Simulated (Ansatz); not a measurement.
# GaN under a change: N → As

Start from GaN in the wurtzite structure (space group P6_3mc, No. 186; a = 3.183 Å, c = 5.184 Å).

One thing is altered: As takes the place of N on all its sites, then cell and atoms are relaxed.

All numbers come from r2SCAN/PAW in Ansatz (a quantum-chemistry and plane-wave program), without spin-orbit coupling, earlier PAW set. k-mesh 10×10×5 (Γ-centred); smearing 0.05 eV (Fermi–Dirac), for the changed cell.

```json
[
 {"quantity": "lattice parameter a", "base": "3.183 Å", "changed": "3.993 Å", "shift": "+0.810 Å"},
 {"quantity": "c/a ratio", "base": "1.628", "changed": "1.649", "shift": "+0.021"},
 {"quantity": "space group", "base": "P6_3mc (No. 186)", "changed": "P6_3mc (No. 186)", "shift": "–"},
 {"quantity": "shortest interatomic distance", "base": "1.946 Å", "changed": "2.450 Å", "shift": "+0.5048 Å"},
 {"quantity": "band gap", "base": "2.35 eV", "changed": "0.97 eV", "shift": "-1.38 eV"},
 {"quantity": "gap character", "base": "direct at Γ", "changed": "direct at Γ", "shift": "–"},
 {"quantity": "width of the top valence band", "base": "2.85 eV", "changed": "2.98 eV", "shift": "+0.13 eV"},
 {"quantity": "electron mass", "base": "0.17 mₑ along c, 0.19 mₑ across (at Γ)", "changed": "0.049 mₑ along c, 0.058 mₑ across (at Γ)", "shift": "–"},
 {"quantity": "valence-band top at Γ (three highest levels, from the VBM)", "base": "0.00, 0.00, -0.04 eV", "changed": "0.00, 0.00, -0.19 eV", "shift": "–"}
]
```

Masses are band curvatures over ±0.01 Å⁻¹ around the edge. Stability against distortions was not tested. For GaAs in this form, whether it has been made was not checked. This is not the structure that GaAs has at room temperature and ambient pressure.
